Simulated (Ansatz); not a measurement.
Given:

End structure of a constructed model of the (0001) surface of hcp Os, a pseudomorphic layer of Al in the host's stacking (bottom of the slab: a bare face, its two planes held):

```xyz
7
Lattice="2.7542 0.0000 0.0000 -1.3771 2.3852 0.0000 0.0000 0.0000 29.5000" Properties=species:S:1:pos:R:3 pbc="T T T"
Os     1.3771     0.7951     8.1828
Os     0.0000     1.5902    10.3561
Os     1.3771     0.7951    12.5109
Os     0.0000     1.5902    14.7220
Os     1.3771     0.7951    16.8694
Os     0.0000     1.5902    19.0187
Al     1.3771     0.7951    21.2119
```

Set-up: 7 atoms, 13.1 Å thick at the start; mesh 16x16x1; 0.1 eV smearing; dipole correction on; 2 atoms held, the rest relaxed; symmetry of the start imposed; no spin, no spin-orbit, no U. It is one candidate, not shown to be the stable structure of the face.

Problem. What is the computed work function of the top face (PBE (Ansatz, a first-principles code))?

Solution. 4.38 eV
